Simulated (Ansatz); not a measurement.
Data:

```
LuBrO
1.0
    3.71049     0.00000     0.00000
    0.00000     3.71049     0.00000
    0.00000     0.00000     7.86759
Lu Br O
2 2 2
Cartesian
  0.00000   1.85524   2.82390
  1.85524   0.00000   5.04368
  1.85524   0.00000   1.24245
  0.00000   1.85524   6.62514
  0.00000   0.00000   3.93379
  1.85524   1.85524   3.93379
```

Calculation: PBEsol+D3BJ, rigid bands (plane waves, PAW, scalar-relativistic; Ansatz, a quantum-chemistry and plane-wave program). Cell: cell and atoms relaxed with PBEsol+d3bj.

Task: Predict the electron conductivity mass (n e² τ/σ) at 300 K, by direction if it differs.

Result: 0.41 (x), 0.41 (y), 1.26 (z) mₑ.

Task: And the band gap?

Result: 3.97 eV at this level; semilocal functionals usually fall short of the measured gap.

Rigid bands, one relaxation time for all states, no polarons. Spin-orbit coupling is left out; where it splits the top of the valence band it changes the hole mass and lowers the gap by about a third of the splitting. Geometry: cell and atoms relaxed with PBEsol+D3(BJ).

Formula and space group known from diffraction (Crystallography Open Database), not checked to be the room-temperature form: LuOBr (P4/nmm). PBEsol with a dispersion correction tends to overbind, so the cell can be several per cent short, in bad cases over ten, which usually narrows a gap: LuOBr (P4/nmm).
